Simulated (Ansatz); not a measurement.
Where the default PAW files enter, the runs use the earlier of Ansatz's two default sets.

## Evanescent states of SnS2 (P-3m1, CdI2 type, 3 atoms a cell, 22.6 Å³ an atom) along the normal of (001)

These are PBEsol (plane waves, PAW; Ansatz, a first-principles code) values and carry that method's errors.

The gap is the functional's own, uncorrected, and κ follows it; spin-orbit coupling is left out. Mid-gap means the computed energy nearest the middle.

Energies count from the valence-band top; κ is the least over a 12×12 mesh across the current.

| E (eV) | κ (1/Å) | where |
|---|---|---|
| 0.04 | 0.039 | Γ |
| 0.10 | 0.064 | Γ |
| 0.17 | 0.080 | Γ |
| 0.24 | 0.092 | Γ |
| 0.32 | 0.102 | Γ |
| 0.39 | 0.109 | Γ |
| 0.46 | 0.116 | Γ |
| 0.53 | 0.121 | Γ |
| 0.59 | 0.125 | Γ |
| 0.67 | 0.127 | Γ |
| 0.73 | 0.129 | Γ |
| 0.81 | 0.130 | Γ |
| 0.88 | 0.130 | Γ |
| 0.94 | 0.129 | Γ |
| 1.01 | 0.117 | off Γ |
| 1.08 | 0.087 | off Γ |
| 1.16 | 0.020 | off Γ |

How thick must the barrier be to attenuate the transmission by 10^6 when the electrodes' Fermi level lies at 0.46 eV, and what attenuation does that film give at 0.24 eV?

d = 6 ln 10 / (2 × 0.116) = 59.5 Å. At 0.24 eV it gives 6 × 0.092/0.116 = 4.8 decades.
